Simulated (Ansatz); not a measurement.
Consider N-vacancy pair (N on one host O site, one O site vacant) in monoclinic ZrO2, charge state +1. Method: PBE, PAW (plane waves to 420 eV; Ansatz, a quantum-chemistry and plane-wave program).

Settings: 96 host sites, the relaxed PBE lattice, the Γ point alone, smearing 0.01 eV, spin-restricted, no image-charge correction. Energies are static. The charge state is imposed; whether it is stable for some Fermi level was not computed. Forms of the defect that were not tried may lie lower. The start lies 0.57 eV above the lowest site run (PBE).

Barriers: single points on a 2×2×2 k-point mesh shifted by half a step at the bands' geometries.

Relaxed starting cell (atoms counted from 1):

```
Zr32NO62
1.0
   10.37868     0.00000     0.00000
    0.00000    10.48354     0.00000
   -1.80708     0.00000    10.60481
Zr N O
32 1 62
Cartesian
  0.71569   2.30339   3.80174
 -0.12708   2.37464   9.07814
  0.76612   7.63700   3.75031
 -0.10732   7.67550   9.02353
  5.94605   2.40619   3.74340
  5.08406   2.39341   9.05090
  6.00229   7.61117   3.74165
  5.02578   7.64272   9.08672
  3.46756   2.85192   1.53493
  2.61846   2.90042   6.85575
  3.49616   8.07749   1.52645
  2.60931   8.07654   6.81986
  8.68763   2.85951   1.50920
  7.80999   2.82716   6.82647
  8.67376   8.07816   1.53118
  7.65181   7.92420   6.93509
  3.00131   5.00770   4.15051
  2.11698   5.01490   9.48783
  3.07622  10.23227   4.16112
  2.13383  10.26035   9.49130
  8.23586   4.98975   4.16658
  7.34522   4.99202   9.48818
  8.23088  10.37943   4.05541
  7.32460  10.26279   9.48506
  1.23132   0.22134   1.12077
  0.54632   0.33024   6.41493
  1.24953   5.48525   1.09907
  0.34014   5.46612   6.38502
  6.40284   0.23202   1.07936
  5.54458   0.23876   6.41994
  6.41673   5.45629   1.09713
  5.49561   5.42733   6.37257
 -0.44118   0.80517   4.65662
 -1.37057   0.94662   9.86247
 -0.42576   6.12100   4.47856
 -1.36080   6.22103   9.75687
  4.80146   0.86744   4.49242
  3.84761   0.91469   9.79003
  4.74284   6.15102   4.47411
  3.81968   6.16405   9.81912
  4.70248   4.32234   0.78098
  3.80959   4.33142   6.05319
  4.70508   9.56122   0.76936
  3.86324   9.53995   6.07334
  9.92637   4.32354   0.75661
  9.00423   4.32595   6.09377
  9.92545   9.51346   0.74320
  4.24548   3.52203   3.44023
  3.39276   3.57050   8.73154
  4.31643   8.77959   3.43413
  3.33590   8.76293   8.74180
  9.43184   3.51249   3.42221
  8.56893   3.54042   8.72537
  9.42873   8.75869   3.47297
  8.62037   8.93135   8.53526
 -0.02869   1.65429   1.88589
 -0.89778   1.60485   7.22656
  0.00804   6.94321   1.85102
 -0.87137   7.06850   7.03959
  5.17708   1.70038   1.84529
  4.33583   1.71899   7.14507
  5.21559   6.94230   1.87114
  4.30920   6.93128   7.15917
  1.43785   3.88414   5.17449
  0.54083   3.90012  10.46250
  1.47850   9.13600   5.18306
  0.54010   9.13547  10.45139
  6.64575   3.88099   5.15201
  5.75095   3.90006  10.45657
  7.01594   9.15451   5.30597
  5.74108   9.14170  10.46712
  2.80882   1.33360   0.13213
  2.03684   1.36167   5.46479
  2.82263   6.59113   0.11120
  1.92240   6.57915   5.41460
  8.01088   1.34723   0.10351
  7.12243   1.34554   5.40696
  7.99911   6.58606   0.11570
  7.06945   6.54718   5.41396
  2.35206   1.26110   2.79041
  1.52566   1.33518   8.10193
  2.37098   6.52902   2.76021
  1.43380   6.53817   8.06440
  7.53430   1.30068   2.71458
  6.67470   1.26497   8.06810
  7.56476   6.50468   2.77288
  6.65507   6.51644   8.07082
  1.90593   3.99135   2.49662
  1.01102   3.98663   7.81947
  1.93175   9.18931   2.51657
  1.01803   9.24125   7.79826
  7.09113   3.95985   2.49421
  6.21897   3.96148   7.80365
  7.07101   9.20417   2.48849
  6.14436   9.18534   7.84646
```
Cell charge +1.

End state 1 differs by these moves (Å; atoms that move under 0.08 Å are left out):

```
atom  element     Δx     Δy     Δz
----  -------  -----  -----  -----
1          Zr   0.19   0.26  -0.16
8          Zr   0.07  -0.01  -0.04
9          Zr   0.07  -0.01  -0.04
16         Zr   0.19   0.26  -0.16
17         Zr   0.06   0.05   0.06
23         Zr  -0.22  -0.23   0.11
26         Zr  -0.22  -0.23   0.11
32         Zr   0.06   0.05   0.06
33          N  -0.94  -1.61   1.26
36          O   0.00  -0.06   0.06
37          O  -0.10   0.08   0.01
44          O  -0.10   0.08   0.01
45          O   0.00  -0.06   0.06
50          O  -0.09  -0.02   0.00
52          O   0.00  -0.10   0.12
54          O   0.03   0.12  -0.12
55          O  -0.03  -0.10   0.16
56          O  -0.03  -0.10   0.16
57          O   0.03   0.12  -0.12
59          O   0.00  -0.10   0.12
61          O  -0.09  -0.02   0.00
70          O  -0.49  -0.03  -0.19
73          O  -0.49  -0.03  -0.19
80          O   0.06   0.04  -0.06
84          O   0.01  -0.06   0.07
91          O   0.01  -0.06   0.07
95          O   0.06   0.04  -0.06
```

**Question.** What forward and backward barriers to end state 1 does PBE, PAW give?

**Answer.** forward 1.43 eV, backward 1.43 eV; at the saddle point atom 33 has neighbours 2 Zr at 1.89 Å. The saddle point's order was not checked, and it lies on a symmetry element of the cell, where a band can be held.

End state 2 differs by these moves (Å; atoms that move under 0.08 Å are left out):

```
atom  element     Δx     Δy     Δz
----  -------  -----  -----  -----
1          Zr   0.11   0.07  -0.05
4          Zr   0.04  -0.05   0.07
7          Zr  -0.10  -0.06  -0.16
16         Zr   0.20   0.09   0.05
23         Zr   0.18   0.00   0.09
26         Zr  -0.24  -0.08  -0.03
30         Zr  -0.12   0.10   0.06
33          N   0.10   0.07  -0.19
36          O   0.04  -0.08   0.03
47          O  -0.06   0.10   0.08
55          O  -0.06  -0.17   0.29
56          O   0.08   0.11  -0.08
57          O  -0.02   0.10  -0.07
59          O   0.03  -0.12   0.15
61          O  -0.08   0.01   0.05
62          O  -0.06  -0.06  -0.06
70          O   1.73   0.43   0.73
79          O  -0.11   0.43  -0.03
81          O  -0.08  -0.05  -0.03
94          O  -0.02  -0.03   0.10
95          O   0.07   0.04  -0.14
```

**Question.** What forward and backward barriers to end state 2 does PBE, PAW give?

**Answer.** forward 0.74 eV, backward 0.078 eV; at the saddle point atom 70 has neighbours Zr at 1.98, Zr at 2.01 Å. The saddle point's order was not checked.
